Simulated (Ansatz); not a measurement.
## HgS: biaxial strain +2.14 %, plane normal [001], relaxed out of plane

The parent structure is HgS in the zinc blende structure (space group F-43m, No. 216; a = 5.876 Å). Axes: x, y, z lie along the cube axes.

Now apply this change: tensile biaxial strain of 2.14 % in the plane normal to [001], as in epitaxy on a mismatched substrate; the out-of-plane cell vector and the atoms relax.

Calculations: PBEsol (Ansatz, a quantum-chemistry and plane-wave program, PAW, no SOC). Settings: 10×10×10 k-points, 0.05 eV Fermi–Dirac smearing.

The volume per atom rises by 0.21 Å³ (25.36 Å³ → 25.57 Å³) and the shortest interatomic distance grows by 0.009 Å, from 2.544 Å to 2.553 Å. The energy increases by 2.9 meV/atom and the pressure (mean of the normal stresses, compression positive) goes from zero to -0.6 GPa. The band gap is still zero and the valley order (the lowest conduction-band minima on the path, energy above the VBM, named in the base's zone) comes out as Γ 0.04 eV; L along [1-1-1] 1.42 eV. The out-of-plane strain is -3.35 % (rough) and the mean in-plane stress (compression positive) amounts to -0.9 GPa (rough).

Final structure (turned so that z lies along the plane normal):

```xyz
2
Lattice="4.2438 0.0000 0.0000 0.0000 4.2438 0.0000 2.1219 -2.1219 2.8394" Properties=species:S:1:pos:R:3 pbc="T T T"
Hg     0.0000     0.0000     0.0000
S      2.1219     0.0000     1.4197
```

Without a gap, meshes like the base's 10×10×10 leave anisotropic stresses uncertain by several tenths of a GPa, and small strain energies with them. With Hg present, leaving out spin-orbit coupling can change the band edges. No phonon test of stability was made. The final runs are not spin-polarised. Gaps under 0.05 eV, about the width of the smearing, are given as zero. A zero or small gap of HgS can be the functional's error rather than a property of the material.
